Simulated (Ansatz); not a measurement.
Start from ScAl3 in the Cu3Au type structure (space group Pm-3m, No. 221; relaxed with 0.1 eV smearing).

```
CELL_PARAMETERS angstrom
      4.07246     0.00000     0.00000
      0.00000     4.07246     0.00000
      0.00000     0.00000     4.07246
ATOMIC_POSITIONS crystal
  Sc 0.00000 0.00000 0.00000
  Al 0.00000 0.50000 0.50000
  Al 0.50000 0.00000 0.50000
  Al 0.50000 0.50000 0.00000
```

Cartesian axes are those of the cell as printed.

All numbers come from Kohn–Sham DFT with the PBEsol functional, run in Ansatz (a quantum-chemistry and plane-wave program) with PAW and 420 eV plane waves, without spin-orbit coupling.

Perturbation: the cell is compressed by 1.80 % along z with no lateral relaxation; the atoms relax in the strained cell.

**Question.** Predict the stress tensor and what it implies for the stiffness.

**Answer.** Stress of the strained cell less that of the base (GPa, compression positive):
```
    0.8     0.0     0.0
    0.0     0.8     0.0
    0.0     0.0     3.6
```

Then −Δσ_ii/ε with ε = -0.0180 gives secant stiffness values (nonlinear terms included at this strain): C33 ≈ 198 GPa, C13 ≈ 46 GPa and C23 ≈ 46 GPa.

No phonon test of stability was made. The final runs are not spin-polarised.
